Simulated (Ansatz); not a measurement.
Cubic perovskite CsSnI3 (cubic high-temperature phase) was calculated with PBE0 (plane waves, PAW; Ansatz, a first-principles code).

Run with plane-wave cutoff 460 eV, 4×4×4 k mesh, Fermi–Dirac smearing 0.01 eV, scalar-relativistic PAW data made under PBE.

Properties against volume:

| V (Å³/atom) | P (GPa) | direct gap at Γ (eV) | smallest gap on the k mesh (eV) |
|---|---|---|---|
| 46.623 | 0.96 | 6.064 | 1.074 |
| 47.850 | 0.45 | 6.026 | 1.213 |
| 49.095 | -0.01 | 5.989 | 1.345 |
| 50.304 | -0.39 | 5.956 | 1.464 |
| 51.531 | -0.72 | 5.923 | 1.576 |

The fundamental gap (1.34 eV at the equilibrium volume, on the SCF mesh) lies elsewhere than Γ–Γ.

Note: the relaxation could not lower the start's symmetry, so the cell can be a saddle point above a distorted one.

Spin–orbit coupling is not included; with these elements it can move the gap by several tenths of an eV or more.
